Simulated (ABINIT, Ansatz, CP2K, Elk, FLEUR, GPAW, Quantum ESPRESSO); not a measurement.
## Code comparison for MoS₂ (P-6m2, 3 atoms in the cell)

Self-consistent single point.

```xyz
3
Lattice="3.1450 0.0000 0.0000 -1.5725 2.7236 0.0000 0.0000 0.0000 17.1214" Properties=species:S:1:pos:R:3 pbc="T T T"
Mo     0.0000     0.0000     0.0000
S      0.0000     1.8157     1.5322
S      0.0000     1.8157    15.5892
```

All programs got the same cell, k-point mesh and kind of occupations (some realise fixed ones as a very narrow smearing) (in Ansatz's words: kpoints.mp_grid.grid = 6 6 1; scf.occupations.method = fixed); potentials, basis and cutoffs are each program's usual ones.

| code | model | pressure (GPa) | largest force (eV/Å) | gap on the mesh (eV) | k-points | cutoff |
|---|---|---|---|---|---|---|
| Ansatz | LDA (PW92), PAW files made with PBE | -0.09 | 0.246 | 1.673 | 7 | 30.9 Ry |
| CP2K | LDA (Pade form), GPW, DZVP-MOLOPT-SR-GTH basis, GTH-PADE potentials (GTH_POTENTIALS) | 0.50 | 0.443 | 1.605 | 36 | grid 500 Ry |
| Quantum ESPRESSO | LDA (PW92), PseudoDojo standard norm-conserving (LDA) pseudopotentials | -0.05 | 0.255 | 1.677 | 7 | 80 Ry |
| Elk | LDA (PW92), all-electron FP-LAPW, Elk's shipped species files, APW+lo basis with extra local orbitals | – | – | 1.673 | 10 | rgkmax 7.5 |
| ABINIT | LDA (PW92), PAW (JTH v2.0 LDA PAW) | -0.04 | 0.253 | 1.684 | 7 | 571 eV |
| FLEUR | LDA (Perdew-Zunger), all-electron FLAPW (FLEUR), scalar-relativistic valence | – | 0.283 | 1.673 | 7 | Kmax 4.5 1/bohr |
| GPAW | LDA (Perdew-Wang 92), GPAW PAW datasets LDA (gpaw-data 1.0.1) | -0.28 | 0.189 | 1.658 | 7 | 600 eV |

A dash marks a value that a program does not give, or that is left out as unsure.

Gaps are read on the mesh.

The spread over the programs that give each value: pressure within 0.78 GPa; largest force within 0.254 eV/Å; gap on the mesh within 0.079 eV.

The starting cell comes from a database of computed structures (which also holds hypothetical and non-ambient phases and stackings), without a prior relaxation at this level. Its lattice was rescaled by a random factor within 2.5 % of one.

Task: Why do the programs differ, and what cannot be compared?

Result: Differences of this kind can come from the potentials, where these differ, and from what each basis and cutoff leave unconverged. The zero of total energies and Fermi levels follows the potentials and each program's conventions, so they are not compared here. CP2K uses small atom-centred bases, whose incompleteness enters pressures, forces and empty levels differently from a plane-wave cutoff. Elk and FLEUR treat all electrons, but the usual bases taken here (sphere radii, linearisation, local orbitals, empty states) were not tested for convergence, so the values are no reference for the others. Ansatz's pressure is given at a fixed set of plane waves, as the other plane-wave codes print theirs. The programs reduce the same mesh by symmetry to different extents, which changes the work and not the result. In the force vectors, CP2K (by 0.194) lies more than 0.08 eV/Å from the median of the plane-wave programs.

Ansatz is a quantum-chemistry and plane-wave program.

Keys are those of Ansatz 0.2.
